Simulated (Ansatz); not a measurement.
The parent structure is KTaO3 in the cubic perovskite structure (space group Pm-3m, No. 221).

```
KTaO3
1.0
    4.02318     0.00000     0.00000
    0.00000     4.02318     0.00000
    0.00000     0.00000     4.02318
K Ta O
1 1 3
Direct
  0.00000   0.00000   0.00000
  0.50000   0.50000   0.50000
  0.00000   0.50000   0.50000
  0.50000   0.50000   0.00000
  0.50000   0.00000   0.50000
```

All numbers come from DFT with PBE, PAW potentials and a 420 eV plane-wave cutoff in Ansatz (a quantum-chemistry and plane-wave program), no spin-orbit coupling, earlier PAW set.

One change was made to it. Results:

```csv
quantity,base,after
gap character,"indirect, R → Γ","indirect, R → Γ"
shortest interatomic distance,201.2 pm,195.9 pm
width of the top valence band,1.08 eV,1.11 eV
```

Problem. Name the change that was made.
(A) pressure 1.8 GPa
(B) pressure 45 GPa
(C) pressure 60 GPa
(D) pressure 18 GPa

Solution. D, pressure 18 GPa. For comparison, the shortest interatomic distance in the other runs: pressure 45 GPa gives 190.4 pm; pressure 60 GPa gives 188.0 pm; pressure 1.8 GPa gives 200.5 pm.

Spin-orbit coupling, missing from the scalar runs, can matter with Ta. Load acts through the strain it causes; cell and atoms are relaxed under it. No phonon test of stability was made. No other phases were tried under pressure.
